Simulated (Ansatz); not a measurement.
SiC (model structure, P6₂22, No. 180, 6 atoms in the cell), treated with r²SCAN in Ansatz (PAW).

Settings: plane-wave cutoff 560 eV, 24×24×8 k mesh (along the axes of the cell as run), Fermi–Dirac smearing 0.05 eV, scalar-relativistic PAW data made under PBE.

Computed at the level's own relaxed cell.

```yaml
crystal:
  lattice:
    - [3.07269, 0.00000, 0.00000]
    - [-1.53634, 2.66102, 0.00000]
    - [0.00000, 0.00000, 7.03930]
  atoms:
    - { symbol: Si, position: [0.50000, 0.00000, 0.66667] }
    - { symbol: Si, position: [0.00000, 0.50000, 0.33333] }
    - { symbol: Si, position: [0.50000, 0.50000, 0.00000] }
    - { symbol: C, position: [0.50000, 0.00000, 0.16667] }
    - { symbol: C, position: [0.00000, 0.50000, 0.83333] }
    - { symbol: C, position: [0.50000, 0.50000, 0.50000] }
```

Task: List the 15 lowest band energies at Γ above −25 eV (eV, relative to the valence band maximum), grouping those that round alike.

Result: At Γ: -17.65, -14.98 (×2), -6.92 (×2), -3.30, -1.73 (×2), -0.32 (×2), -0.19, 0.00, 3.84 (×2), 4.73.

Note: the relaxation could raise the start's symmetry but not lower it, so the cell can be a saddle point.

A model structure was made by putting elements into a prototype or built by hand; it is no filed structure, need not be a known phase, and can be a saddle point held by its symmetry.

Ansatz is a program for electronic structure.
